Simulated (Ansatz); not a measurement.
The starting structures come from a database of crystals and need not be the phases stable at ambient conditions.

By LDA, the system below comes out a metal.

The ballistic (Sharvin) conductance counts the channels at the Fermi level: G/A = (e²/h) × channels of both spins per area.

Given:

```
Si
1.0
    2.65853     0.00000     0.00000
    0.00000     4.74274     0.00000
    1.32926    -2.37137     2.37137
Si
2
Cartesian
  0.66463   2.37137   0.00000
  1.32926   0.00000   0.00000
```

Space group of this cell: I4_1/amd. The cell is taken as given; by LDA its mean pressure is -0.8 GPa.

The current flows along the normal of the first two printed cell vectors, the (100) plane of the conventional cell. No spin-orbit coupling; the value is a mean over 0.1 eV about the Fermi level.

Question: Compute, with LDA in Ansatz (a quantum-chemistry and plane-wave program), the ballistic conductance per area.

Answer: 1.1 × 10¹⁵ S/m² for both spins.
